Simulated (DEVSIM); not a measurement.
Device: Ti/HfO2/n-In0.53Ga0.47As capacitor, at 300 K.

Layer 1 from the left is HfO2, thickness (nm) 4.20. Layer 2 from the left is In0.53Ga0.47As, thickness (nm) 3200, Nd (cm⁻³) 3.1e16.

Metal gate on the left, work function 4.33 eV. Fixed charge at the semiconductor interface 9.1e11 cm⁻² (in units of +e); no interface traps.

This is a model device: material constants are rounded textbook-type values typed into the input, and sizes, dopings and lifetimes were drawn at random. Values at 300 K.

HfO2: gap (eV) 5.7, affinity (eV) 2.5, permittivity 22. In0.53Ga0.47As: gap (eV) 0.74, affinity (eV) 4.51, permittivity 13.9, Nc (cm⁻³) 2.1e17, Nv (cm⁻³) 7.7e18.

Estimate by hand the flat-band voltage, the threshold voltage, and compare with a numerical solution.


- Flat-band voltage: C = 4.64 μF/cm², work-function difference -0.229 V; VFB = φms − qNf/C = -0.26 V; numerical -0.26 V.
- Threshold voltage: φF = 0.274 V, depletion charge √(4εqNφF) = 8.18e-8 C/cm²; VT = VFB − 2φF − Qd/C = -0.83 V; numerical -0.83 V.

Simulated with DEVSIM: 1D Poisson equation in equilibrium, Boltzmann statistics, complete ionisation; no quantum confinement or tunnelling. Metal contacts follow the ideal Schottky-Mott rule: no Fermi-level pinning, no interface dipoles.
